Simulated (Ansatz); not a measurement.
SnSe2, alloy series

Consider SnSe₂ in the CdI2 type structure (space group P-3m1, No. 164; a = 3.8258 Å, c = 6.2309 Å; layered, stacked along the Cartesian z axis).

The other end (x = 1) is SnO$_{2}$ in the CdI2 type structure (space group P-3m1, No. 164; a hypothetical phase, not in the database extracts checked; layered, stacked along the Cartesian z axis): 13.16 Å³/atom, gap 2.52 eV; this end may not be an ambient phase.

O replaces a fraction x of Se; each row is one arrangement (x, atoms in the cell, starting space group or random), fully relaxed.

The values are results of plane-wave PAW DFT at the r2SCAN+rVV10 level (Ansatz, a quantum-chemistry and plane-wave program, 500 eV), no spin-orbit coupling, not measurements.

Problem. Only one of these has no band gap. Which?
A) x(O) = 0.375, 12 atoms, P3m1
B) x(O) = 0.333, 9 atoms, C2/m
C) x(O) = 0.333, 9 atoms, R3

Solution. A, x(O) = 0.375, 12 atoms, P3m1. Computed: x(O) = 0.375, 12 atoms, P3m1: zero; x(O) = 0.333, 9 atoms, C2/m: 1.12 eV; x(O) = 0.333, 9 atoms, R3: 0.46 eV

Each cell is one ordered arrangement of few atoms, which overstates ordering effects compared with a random alloy. Whether these cells are dynamically stable was not tested. The final runs are not spin-polarised. A zero or small gap of Sn4Se5O3 can be the functional's error rather than a property of the material.
